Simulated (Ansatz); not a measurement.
Given:

```xyz
2
Lattice="3.3658 0.0000 0.0000 0.0000 3.3658 0.0000 1.6829 -1.6829 2.3974" Properties=species:S:1:pos:R:3 pbc="T T T"
B      0.0000     0.0000     0.0000
As     3.3658     1.6829     1.1987
```

No spin polarisation.

Method: Ansatz (a first-principles code) r2SCAN, scalar-relativistic without spin-orbit coupling. Γ-centred 12×12×12 mesh, Fermi–Dirac width 0.05 eV.

Question: Predict the valence-band top at Γ, band gap and pressure.

Answer: 
* **Valence-band top at Γ (three highest levels, from the VBM)**: 0.00, 0.00, -0.08 eV
* **Band gap**: 1.31 eV
* **Pressure (mean of the normal stresses, compression positive)**: 1.11 GPa

The cells carry an imposed strain or load. Whether these cells are dynamically stable was not tested. The cell was made from BAs in the zinc blende structure (space group F-43m, No. 216) by this change: biaxial strain −0.50 %, plane normal [001], relaxed out of plane.
